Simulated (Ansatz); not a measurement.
**O interstitial started as a split pair with O in beta Ga2O3**

Method: PBE, PAW (plane waves to 420 eV; Ansatz, a first-principles code). The supercell holds 160 host sites (1×4×2 repeats of a cell of 20 atoms), with a Γ-point k-point sampling for the final energies. Site at the start: split with O(3). Charged cells carry a point-charge image correction with potential alignment at far atoms. Dielectric constants: PBE linear response of the host. Host gap at this level: 2.00 eV. Zone-centre sampling of a cell this small can put levels off by half an eV or more. The semilocal functional narrows the gap, so deep levels can fall outside it. Spin–orbit coupling is left out. Each state is the lowest found from its start.

Formation energies E_f are given with the Fermi level at the valence-band maximum. Chemical conditions: Ga-rich (Δμ(O) = -3.04 eV; only phases computed here count, gases as isolated molecules at 0 K); O-rich (Δμ(O) = 0.00 eV; only phases computed here count, gases as isolated molecules at 0 K). Reference phases: O: O2 molecule in a box.

The name describes the start; the neighbours show where the atoms ended.

Charges with a result: +1, 0, −1, −2. Others weren't obtained, and one of them could lie lower, also by skipping a charge.

```tsv
charge	moment (μB)	point group	largest move off a lattice site (Å)	neighbours of the last O atom of the defect at the end (Å)	image correction with alignment (eV)	E_f, Ga-rich (eV)	E_f, O-rich (eV)	above the lowest spin state (eV)
+1	1.0	Cs	0.64	O 1.35, Ga 2.11, Ga 2.11, O 2.48, O 2.50, O 2.50, Ga 2.52	0.18	5.14	2.10	0.00
0	not spin-polarised	Cs	0.41	O 1.43, Ga 1.96, Ga 1.96, O 2.40, Ga 2.48, O 2.52, O 2.52	0.00	5.36	2.32	0.00
0	0.0	Cs	0.41	O 1.43, Ga 1.96, Ga 1.96, O 2.40, Ga 2.48, O 2.52, O 2.52	0.00	5.36	2.32	0.00
−1*	quenched	–	0.41	O 1.43, Ga 1.96, Ga 1.96, O 2.40, Ga 2.48, O 2.52, O 2.52	–	–	–	0.00
−2*	not spin-polarised	Cs	0.41	O 1.43, Ga 1.97, Ga 1.97, O 2.40, Ga 2.48, O 2.52, O 2.52	–	–	–	0.00
```

* At this level the carrier isn't localised at the defect: at charge −1 electrons occupy the conduction band; at charge −2 electrons occupy the conduction band. Such a state is shallow or no state of the defect, and this cell gives it no level.

Point groups are those of the whole cell at tolerances of 0.03 and 0.1 Å ("near" where only the looser one holds); none is given for unsettled states.

Starting moments that weren't kept: charge 0 began with 2 μB and ended with 0.0; charge −1 began with 1 μB and ended with 0.0.

Not the lowest form: the same atoms on another site or from another start ended lower, by 0.28 eV at charge +1; by 0.17 eV at charge 0. The levels below are those of this configuration alone.

Transition levels above the valence-band maximum: ε(+1/0) = 0.22 eV.

Flagged in the runs: a doubtful potential alignment, a host whose relaxation on this sampling wasn't shown to rest, a strain field that reaches the edge of the cell, zone-centre sampling.
